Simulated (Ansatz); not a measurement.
A hypothetical phase is included: elements placed on a structure type, which no database files for this compound.

By PBEsol, the system below comes out a metal.

A figure of merit of an interconnect metal is its ballistic conductance per area.

Data:

```
Mg
1.0
    4.74128     0.00000     0.00000
   -2.37064     4.10607     0.00000
    2.37064     1.36869     3.87124
Mg
2
Direct
  0.50000   0.25000   0.25000
  0.00000   0.50000   0.50000
```

The cell was relaxed by PBE-D3(BJ).

The current flows along the normal of the first two printed cell vectors, the (111) plane of the conventional cell. No spin-orbit coupling; the value is a mean over 0.1 eV about the Fermi level.

Q: Predict the ballistic conductance per area from Ansatz (a first-principles code) with PBEsol.

A: 0.57 × 10¹⁵ S/m² for both spins.
